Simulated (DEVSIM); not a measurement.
System: W/SiO2/p-GaAs capacitor, at 300 K.

| layer (left to right) | material | thickness (nm) | Na (cm⁻³) |
|---|---|---|---|
| 1 | SiO2 | 1.10 | - |
| 2 | GaAs | 2700 | 5.7e16 |

Metal gate on the left, work function 4.6 eV. Fixed charge at the semiconductor interface 0 cm⁻² (in units of +e); no interface traps.

Constants are typed, rounded textbook-type inputs, not results; the design itself was drawn at random and stands for no fabricated device. Values at 300 K.

```csv
parameter,SiO2,GaAs
gap (eV),9,1.424
affinity (eV),0.9,4.07
permittivity,3.9,12.9
Nc (cm⁻³),-,4.7e17
Nv (cm⁻³),-,9e18
```

Simulated with DEVSIM: 1D Poisson equation in equilibrium, Boltzmann statistics, complete ionisation; no quantum confinement or tunnelling. Metal contacts follow the ideal Schottky-Mott rule: no Fermi-level pinning, no interface dipoles.

The substrate doping was swept, all else fixed.

```
substrate doping (cm^-3)  minimum of the low-frequency capacitance (μF/cm²)  flat-band voltage (V)
------------------------  -------------------------------------------------  ---------------------
2.8e15                                                               0.0166                  -0.69
5.7e15                                                               0.0232                  -0.70
1.1e16                                                               0.0319                  -0.72
2.8e16                                                               0.0493                  -0.74
5.7e16                                                               0.0683                  -0.76
1.1e17                                                               0.0935                  -0.78
```

From the first row to the last the minimum of the low-frequency capacitance goes from 0.0166 to 0.0935. From the first row to the last the flat-band voltage goes from -0.69 to -0.78.
